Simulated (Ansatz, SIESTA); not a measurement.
# One structure in several programs: Mg3GaO4 (P1, 8 atoms in the cell)

Self-consistent single point, at a second geometry (atoms moved at random). First geometry:

```
CELL_PARAMETERS angstrom
      4.36349     0.00000     0.00000
      0.00000     4.36349     0.00000
      0.00000     0.00000     4.36349
ATOMIC_POSITIONS crystal
  Mg 0.00000 0.50000 0.50000
  Mg 0.50000 0.00000 0.50000
  Mg 0.50000 0.50000 0.00000
  Ga 0.00000 0.00000 0.00000
  O  0.50000 0.00000 0.00000
  O  0.00000 0.50000 0.00000
  O  0.00000 0.00000 0.50000
  O  0.50000 0.50000 0.50000
```

Second geometry:
```
Mg3GaO4
1.0
    4.36349     0.00000     0.00000
    0.00000     4.36349     0.00000
    0.00000     0.00000     4.36349
Mg Ga O
3 1 4
Cartesian
  0.01606   2.25762   2.20215
  2.18897  -0.00046   2.14628
  2.14304   2.19388   0.01962
  0.00461   0.01061   0.01960
  2.20143  -0.00366  -0.07992
 -0.04478   2.12775   0.00124
  0.01807   0.01445   2.21143
  2.19957   2.12679   2.20659
```

Shared settings, as Ansatz (a quantum-chemistry and plane-wave program) writes them: kpoints.mp_grid.grid = 8 8 8; scf.occupations.method = fermi_dirac; scf.occupations.width = 0.05 eV. Potentials and cutoffs stand in the table.

```json
[
 {"code": "SIESTA", "model": "GGA PBEsol, numerical atomic orbitals DZP, PseudoDojo PBEsol standard norm-conserving potentials (rewritten from UPF to PSML)", "ΔF from the first geometry (meV/atom)": "14.6", "pressure (GPa)": "-3.33", "largest force (eV/Å)": "0.810", "cutoff": "grid 300 Ry"},
 {"code": "Ansatz", "model": "PBEsol, PAW files made with PBE", "ΔF from the first geometry (meV/atom)": "12.4", "pressure (GPa)": "-4.72", "largest force (eV/Å)": "0.736", "cutoff": "420 eV"}
]
```

Size of the force on each atom (eV/Å): Sizes of forces hide their directions.

| code | Mg1 | Mg2 | Mg3 | Ga4 | O5 | O6 | O7 | O8 |
|---|---|---|---|---|---|---|---|---|
| SIESTA | 0.685 | 0.358 | 0.511 | 0.371 | 0.694 | 0.449 | 0.235 | 0.810 |
| Ansatz | 0.582 | 0.310 | 0.418 | 0.395 | 0.644 | 0.394 | 0.243 | 0.736 |

The spread over the programs that give each value: ΔF from the first geometry within 2.2 meV/atom; pressure within 1.39 GPa; largest force within 0.074 eV/Å.

SIESTA uses small atom-centred bases, whose incompleteness enters pressures, forces and empty levels differently from a plane-wave cutoff. Ansatz's pressure is given at a fixed set of plane waves, as the other plane-wave codes print theirs; with its correction for the finite basis it is -4.33 GPa (the shift of 0.39 GPa shows how far the cutoff is from converged).

The starting cell comes from a database of computed structures (which also holds hypothetical and non-ambient phases and stackings), without a prior relaxation at this level. For this run, on top of that: atoms moved at random.

Left out of this page: CP2K (unsound by tests on forces, stress, charge or solver warnings).

Keys are those of Ansatz 0.2.
